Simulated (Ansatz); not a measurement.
**Element substitutions in BaTiO3**

The reference is BaTiO$_{3}$ in the cubic perovskite structure (space group Pm-3m, No. 221; a = 3.994 Å).

Each row replaces one element on all its sites; cell and atoms are relaxed.

Calculations: r2SCAN/PAW in Ansatz (a quantum-chemistry and plane-wave program), no spin-orbit coupling.

```tsv
change	lattice parameter a	band gap
base	3.994 Å	2.17 eV
Ti → Hf	4.177 Å	4.19 eV
Ti → Sc	4.178 Å	zero
Ti → Zr	4.205 Å	3.73 eV
```

Other magnetic orders, which the real material may have, were not ruled out. With Hf present, leaving out spin-orbit coupling can change the band edges. Whether these cells are dynamically stable was not tested. For BaScO3 in this form, whether it has been made was not checked. Spin-polarised in the final run: BaScO3; the other runs are not. Many cubic perovskites are stable only at high temperature; tilts and polar distortions were not tested. This is not the structure that BaTiO3 has at room temperature and ambient pressure.
